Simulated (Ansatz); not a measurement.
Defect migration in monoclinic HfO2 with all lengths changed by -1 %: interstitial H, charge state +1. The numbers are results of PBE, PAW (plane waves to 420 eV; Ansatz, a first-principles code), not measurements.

Settings: 96 host sites, the strained lattice (strain from the relaxed PBE one, atoms relaxed), the Γ point alone, smearing 0.01 eV, spin-restricted, no image-charge correction. Static, classical nuclei. Spin-orbit coupling is left out. The charge state is imposed; whether it is stable for some Fermi level was not computed. Sites that were not tried may lie lower. The start lies 0.085 eV above the lowest site run (PBE).

The step: H moves alone to another site; the atom moves 2.06 Å along (0.13, -0.32, 0.22) of the unit cell; the moving atom starts with neighbours O at 0.98, O at 2.02, O at 2.19 Å and ends with O at 0.98, O at 2.02, O at 2.19 Å. On the band's own sampling the forward barrier is 1.07 eV. Harmonic modes of the moving H atom alone, all others held, come from finite differences of 0.015 Å. The saddle point's order was not checked, and it lies on a symmetry element of the cell, where a band can be held.

Which three frequencies does the atom have at the start and at the saddle point?

start 14.5, 29.3, 100.7 THz; saddle point 39.8i, 35.5 and 47.5 THz.

What attempt frequency and zero-point change of the barrier follow from these modes alone, and what classical rate at 500 K?

ν = (14.5 × 29.3 × 100.7) / (35.5 × 47.5) ≈ 26 THz. The zero-point energy changes the barrier by h/2 × (83.0 − 144.6) THz = -0.127 eV. The classical rate is ν exp(−1.07/0.0431) ≈ 400 s⁻¹. One atom's modes give a rough prefactor, not that of the whole cell.
